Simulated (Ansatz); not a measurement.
Consider this model of amorphous tellurium (Te56).

```xyz
56
Lattice="13.5477 -0.2277 0.5528 -0.2277 12.3187 -0.0297 0.5528 -0.0297 12.5283" Properties=species:S:1:pos:R:3 pbc="T T T"
Te     3.0922     7.4061    12.5387
Te     2.2746     2.3591    11.7484
Te     4.0120     7.4756     6.1813
Te    12.5804     7.6356     0.8757
Te     8.2002     9.5061     3.9314
Te    12.7654     9.4727     5.4051
Te     0.5231     2.4977     5.3098
Te     4.0051     2.8156     7.1153
Te    11.6041     0.1624     5.7027
Te     1.9605    10.4377    10.5079
Te     6.0688     0.7218     6.2463
Te     6.7764     1.9408     9.2127
Te    11.0342     2.1333    10.2404
Te     1.7750     4.1082     8.5181
Te     8.8908    11.0775     6.5580
Te     5.9610     9.5534     9.1711
Te     8.4573     3.6852     7.8056
Te     4.1032     5.2778     1.2176
Te    10.3886     3.2013     2.5562
Te     2.3599     0.3688     4.4886
Te     3.7656     1.4155     0.9430
Te     7.8225     3.3496     1.5097
Te    10.7961     8.9515    12.8406
Te     2.2192     3.9751     3.3031
Te    12.0555     4.6754     6.3985
Te     0.1998     3.8851     1.3952
Te     7.2610     8.2660    11.4372
Te    13.7752    11.8287    12.5535
Te     5.3817     6.8701     3.0931
Te     6.0513     5.4588     6.9350
Te     1.3889    10.9853     6.4907
Te     0.8222     7.5969     3.7855
Te    13.3600    10.4573     2.6669
Te     9.5282     8.5681     7.6677
Te     3.5533     4.7790    10.6084
Te    12.7186     0.4559     8.6429
Te    11.1622     6.0906     9.6646
Te     8.0262    12.1165     2.6345
Te     5.6498    10.3840     0.8450
Te     1.1936     6.2011     6.3415
Te     3.1863     9.3441     1.9412
Te    13.5157     8.8083     9.4480
Te     8.4290     5.7805    10.2144
Te    11.9201     5.6133     3.6796
Te     3.6544     7.9942     8.9547
Te     4.9716    11.9176    11.2265
Te     3.2523     0.4154     8.7207
Te     8.1512     7.6018     1.6525
Te     6.6112     4.2406     3.9478
Te    12.5204     5.1895    11.8926
Te    11.4642     0.0277     2.8111
Te     8.4348     6.8052     5.7946
Te     8.3556     2.0519     5.2459
Te    11.3856    10.4847    10.0038
Te     8.8011     0.6692    10.8427
Te     5.4504    -0.0152     3.4490
```

Level of theory: PBE, scalar-relativistic without spin-orbit coupling, PAW (Ansatz default set, large-core Te) (plane waves to 420 eV; Ansatz, a program for electronic structure).

A CHGNet melt-quench gave the starting glass, which DFT then relaxed. The hot cell started wider than the set density and was brought back towards it in steps. It is the lowest in DFT energy of 4 quenches. It is a model cell: composition and starting density were chosen by hand, and all elements were melted together. No dispersion term was used. Its density started from a set value of 5.69 and ended at 5.69 g/cm³. The quench (nominally 33 K/ps over its main leg) was far faster than any real one, so the model tends to hold more defects than a real film. A cell of this size samples the disorder only roughly. The volume was held where the preparation left it and the shape relaxed, at a PBE pressure of 0.7 GPa. Stress components on the final sampling reach 0.7 GPa. On a 2×2×2 Γ-centred mesh force components of up to 0.23 eV/Å stay, since the relaxation ran on one k-point at (1/4, 1/4, 1/4).

Cut-offs for bonds: Te-Te 3.31 Å.

Question: Give the coordination numbers, mean bond lengths and angles.

Answer: 
```yaml
Mean coordination of Te: 3.07 (12 with 2, 28 with 3, 16 with 4)
Mean Te-Te bond: 2.994 Å (spread 0.164 Å, 86 counted)
Bond angle at Te: mean 106.7°, spread 28.9°
```
